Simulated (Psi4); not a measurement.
Psi4 1.11, unrestricted B3LYP/def2-svpd: [CH2][Si]C, charge 0, multiplicity 2, 8 atoms. The geometry is a generated start, not checked to be a minimum at this level.

```
Quantity                              Value
--------------------------  ---------------
task                                 energy
method                                b3lyp
basis                             def2-svpd
memory                                 3 GB
maxiter                                 100
keys of the molecule block      symmetry c1
scf_type                       df (default)
diis_max_vecs                  10 (default)
e_convergence               1e-06 (default)
d_convergence               1e-06 (default)
dft_radial_points              75 (default)
dft_spherical_points          302 (default)
basis functions                         104
grid points                          174408
```

```xyz
8

C      1.7272    -0.2917     0.1047
Si     0.1568    -0.2631     0.9477
C     -1.3884     0.1176    -0.1178
H      2.5844    -0.7391     0.5886
H      2.0003     0.5630    -0.5024
H     -1.4350     1.1861    -0.3201
H     -1.3298    -0.4031    -1.0713
H     -2.3156    -0.1697     0.3706
```

Charge 0 and multiplicity 2 are set for this test and not shown to be the ground state.

With the defaults (damping_percentage = 0, diis = true, scf_initial_accelerator = adiis, guess = auto, which took SAD, level_shift = 0, level_shift_cutoff = 0.01) it converges in 13 SCF iterations. One run each on 2 threads, with these changes:
- guess = sap
- damping_percentage = 60, diis = false, scf_initial_accelerator = none
- level_shift = 0.5, level_shift_cutoff = 0.001
- guess = gwh
- guess = sadno
- damping_percentage = 60
- guess = modhuckel
- guess = core
- level_shift = 0.1, level_shift_cutoff = 0.001

Which of these changes keep the SCF from converging, or lead it to another solution?

No convergence: damping_percentage = 60; damping_percentage = 60, diis = false, scf_initial_accelerator = none (the run ends without SCF convergence in 100 iterations). The rest reach the solution of the defaults.

```
setting                                                                SCF iterations             end
---------------------------------------------------------------------  --------------  --------------
guess = modhuckel                                                                  12   same solution
level_shift = 0.1, level_shift_cutoff = 0.001                                      12   same solution
level_shift = 0.5, level_shift_cutoff = 0.001                                      12   same solution
the defaults                                                                       13   same solution
guess = sadno                                                                      13   same solution
guess = gwh                                                                        13   same solution
guess = sap                                                                        14   same solution
guess = core                                                                       14   same solution
damping_percentage = 60                                                           100  no convergence
damping_percentage = 60, diis = false, scf_initial_accelerator = none             100  no convergence
```
